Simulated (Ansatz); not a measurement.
Response to strain in CdSe

Take CdSe in the zinc blende structure (space group F-43m, No. 216; a = 6.007 Å) as the base. Axes: x, y, z lie along the cube axes.

Strains are applied to the cell and any free atomic positions relax; under biaxial strain the out-of-plane vector relaxes too.

Calculations: LDA (Ansatz, a quantum-chemistry and plane-wave program), without spin-orbit coupling.

Candidates:
(a) biaxial strain +1.00 %, plane normal [001], relaxed out of plane
(b) biaxial strain +0.50 %, plane normal [001], relaxed out of plane
(c) biaxial strain −2.00 %, plane normal [001], relaxed out of plane

### Question
Order them by out-of-plane strain, lowest first.

### Answer
(a) biaxial strain +1.00 %, plane normal [001], relaxed out of plane (-1.48 %), (b) biaxial strain +0.50 %, plane normal [001], relaxed out of plane (-0.73 %), (c) biaxial strain −2.00 %, plane normal [001], relaxed out of plane (+2.89 %)

No phonon test of stability was made.
